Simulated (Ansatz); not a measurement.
The starting structures come from a database of crystals and need not be the phases stable at ambient conditions.

Data:

```
Si
1.0
    3.83132     0.00000     0.00000
   -1.91566     3.31802     0.00000
    0.00000     0.00000     6.33262
Si
4
Direct
  0.33333   0.66667   0.06301
  0.66667   0.33333   0.93699
  0.66667   0.33333   0.56301
  0.33333   0.66667   0.43699
```

Space group of this cell: P6_3/mmc. The cell is taken as given.

Computed with r2SCAN (plane waves, PAW; Ansatz, a first-principles code).

The current runs along the normal of the first two printed vectors; no spin-orbit coupling. Scaled by the factor s: the length along the current (ions clamped). Meshes 12×12×6 and 12×12 across the current in all rows.

```
s     mean pressure (GPa)  band gap (eV)
----  -------------------  -------------
0.97                  3.5              ?
1.00                  0.2           0.60
1.03                 -2.4           0.79
```

Problem. Take the slope of the band gap against ln s from the two given rows, extrapolate to s = 0.97, and say what the run there gives.

Solution. Slope = (0.79 − 0.60) / ln 1.03 = 6.43 eV. The line gives 0.60 + (6.43) × ln 0.97 = 0.40 eV. The run gives 0.38 eV, 0.02 eV under the line, 12 % of the predicted step.
